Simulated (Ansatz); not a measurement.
System: rutile MgC₂ (cell taken from a computed entry). Method: PBEsol (Ansatz, an electronic-structure program, plane waves, PAW).

Numerical settings: plane-wave cutoff 500 eV, 10×10×8 k mesh (along the axes of the cell as run), gaussian smearing 0.02 eV, scalar-relativistic PAW data made under PBE.

Computed at the level's own relaxed cell.

### Question
What does this level give for the volume per atom, equilibrium lattice constant a, lattice parameter c and band gap?

### Answer

- volume per atom = 12.59 Å³/atom
- equilibrium lattice constant a = 3.923 Å
- lattice parameter c = 4.910 Å
- band gap = 2.35 eV (on the SCF k mesh)

Note: the relaxation could not lower the start's symmetry, so the cell can be a saddle point above a distorted one.

Static lattice: no zero-point or thermal effects.
